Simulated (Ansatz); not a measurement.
System: HfO2 (model structure, started from the tetragonal ZrO2 type, P4₂/nmc, No. 137, 6 atoms in the cell; like a known high-temperature phase). Method: PBEsol (Ansatz, a quantum-chemistry and plane-wave program, plane waves, PAW).

Numerical settings: plane-wave cutoff 520 eV, 10×10×8 k mesh (along the axes of the cell as run), Fermi–Dirac smearing 0.01 eV, scalar-relativistic PAW data made under PBE.

Cell (relaxed at this level):

Space group P4₂/nmc, origin choice 1 (No. 137); a = b = 3.567 Å, c = 5.166 Å, α = β = γ = 90.00°

```csv
atom,site,symmetry,x,y,z
Hf,2a,-4m2,0.0000,0.0000,0.0000
O,4d,2mm.,0.0000,0.5000,0.2002
```

**Question.** Give the computed band gap and smallest direct gap on the k points sampled.

**Answer.** 
* **band gap**: 4.57 eV
* **smallest direct gap on the k points sampled**: 4.65 eV

Note: held by symmetry at 0 K, a high-temperature phase can be a saddle point.

Spin–orbit coupling is not included.

A model structure was made by putting elements into a prototype or built by hand; it is no filed structure, need not be a known phase, and can be a saddle point held by its symmetry.
